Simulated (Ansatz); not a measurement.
Al₂Cu (P4/mmm, No. 123, 3 atoms in the cell; start mp-12794; a measured phase of this formula has another space group), treated with LDA (Ansatz, an electronic-structure program, plane waves, PAW).

Settings: plane-wave cutoff 520 eV, 14×14×20 k mesh (along the axes of the cell as run), Fermi–Dirac smearing 0.05 eV, no spin polarisation, scalar-relativistic PAW data made under PBE.

Cell (relaxed at this level):

```cif
data_Al2Cu
_chemical_formula_sum 'Al2 Cu1'
_space_group_name_H-M_alt 'P 1'
_space_group_IT_number 1
_cell_length_a 4.05127
_cell_length_b 4.05127
_cell_length_c 2.80838
_cell_angle_alpha 90.000
_cell_angle_beta 90.000
_cell_angle_gamma 90.000
loop_
_space_group_symop_operation_xyz
  'x, y, z'
loop_
_atom_site_label
_atom_site_type_symbol
_atom_site_fract_x
_atom_site_fract_y
_atom_site_fract_z
_atom_site_occupancy
Al1 Al 0.50000 0.00000 0.50000 1
Al2 Al 0.00000 0.50000 0.50000 1
Cu1 Cu 0.00000 0.00000 0.00000 1
```

Problem. What does this level give for the bulk modulus B0?

Solution. 
bulk modulus B0: 106 GPa

Note: the run has no spin polarisation, so it can have missed a magnetic state; the bulk modulus is −V dP/dV from two relaxed cells at ±2 % in volume; the relaxation could not lower the start's symmetry, so the cell can be a saddle point above a distorted one.

Computed values are for the static lattice.

The result took about 50 core-seconds (a rough figure).

A start named mp-… is a Materials Project structure, which need not be a measured phase.
